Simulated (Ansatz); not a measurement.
The reference is GeSb2Te4 (space group R-3m, No. 166; a = 4.2480 Å, c = 40.1920 Å (hexagonal axes)).

All numbers come from Kohn–Sham DFT with the PBE-D3(BJ) functional, run in Ansatz (a program for electronic structure) with PAW and 420 eV plane waves, no SOC.

One change was made to it. Results:

```json
[
 {"quantity": "density", "base": "6.56 g/cm³", "after": "7.17 g/cm³"},
 {"quantity": "shortest interatomic distance", "base": "296.5 pm", "after": "288.3 pm"},
 {"quantity": "band gap", "base": "0.10 eV", "after": "zero"},
 {"quantity": "c/a ratio", "base": "9.461", "after": "9.436"}
]
```

**Question.** Which of these changes matches the shifts?
(A) pressure 5 GPa
(B) pressure 1.5 GPa
(C) pressure 10 GPa
(D) pressure 0.7 GPa

**Answer.** A, pressure 5 GPa. For comparison, the density in the other runs: pressure 1.5 GPa gives 6.77 g/cm³; pressure 10 GPa gives 7.67 g/cm³; pressure 0.7 GPa gives 6.66 g/cm³.

The mesh was chosen for an insulator and is coarse for the gapless case. With Sb and Te present, leaving out spin-orbit coupling can change the band edges. Load acts through the strain it causes; cell and atoms are relaxed under it. Stability against distortions was not tested. No other phases were tried under pressure. The final runs are not spin-polarised. Gaps under 0.05 eV, about the width of the smearing, are given as zero. The D3 term's C6 switches between coordination references near this geometry, which can add small steps to energies. A zero or small gap of GeSb2Te4 can be the functional's error rather than a property of the material.
